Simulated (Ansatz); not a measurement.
Take a 16-atom supercell of CaO in the rock salt structure (space group Fm-3m, No. 225; a = 4.795 Å) at its relaxed geometry as the base.

Calculations: DFT with r2SCAN, PAW potentials and a 500 eV plane-wave cutoff in Ansatz (a quantum-chemistry and plane-wave program), no SOC.

Before the change:

- Pressure: 0.0 GPa
- Mean distance from the defect site to its nearest host atoms: 2.40 Å

Perturbation: one O atom is replaced by C, atoms relaxed at fixed cell, starting from a slightly rattled geometry.

Tabulated Pauling electronegativity and covalent radius: O 3.44, 0.66 Å; C 2.55, 0.76 Å.

### Question
What does the calculation give for the largest displacement of a host atom from its site in the perfect cell, pressure and mean distance from the defect site to its nearest host atoms after the change?

### Answer
The largest displacement of a host atom from its site in the perfect cell comes out as 0.07 Å; the pressure goes from zero to 4.1 GPa; the mean distance from the defect site to its nearest host atoms increases by 0.05 Å to 2.45 Å.

The magnetic state is the one reached from the starting moments; the real material's order can differ, and small cells can't hold many antiferromagnetic ones. The cell is small, so the values are those of an ordered compound at a high defect concentration; dilute-limit values will differ. The defect cell is spin-polarised and ends with 2.0 μB.
